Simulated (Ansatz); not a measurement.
Consider the following.

End structure of the (10-12) surface of hcp Os in its 1x1 cell, outermost plane spacing 0.54 Å in the ideal cut (one of several cuts of this face):

```
CELL_PARAMETERS angstrom
      2.75423     0.00000     0.00000
      0.00000     6.45363     0.00000
      0.00000     0.00000    26.50000
ATOMIC_POSITIONS crystal
  Os 0.50000 0.02529 0.31230
  Os 0.50000 0.43073 0.33309
  Os 0.00000 0.75617 0.36578
  Os 0.00000 0.16213 0.38847
  Os 0.50000 0.47578 0.43008
  Os 0.50000 0.88297 0.44916
  Os 0.00000 0.20082 0.48956
  Os 0.00000 0.61357 0.51044
  Os 0.50000 0.93141 0.55084
  Os 0.50000 0.33860 0.56992
  Os 0.00000 0.65225 0.61153
  Os 0.00000 0.05821 0.63422
  Os 0.50000 0.38365 0.66691
  Os 0.50000 0.78909 0.68770
```

Slab: 14 atoms, 10.2 Å thick at the start (thin: gaps and levels are the slab's own); k 14x6x1, smearing 0.1 eV, dipole-corrected; all atoms relaxed; symmetry of the start imposed; no spin, no spin-orbit, no U.

Question: Predict the work function of the top face from Ansatz (an electronic-structure program) with PBE.

Answer: 4.85 eV

Question: Estimate the surface energy (mean of both faces) that PBE returns for this input.

Answer: 237 meV/Å²
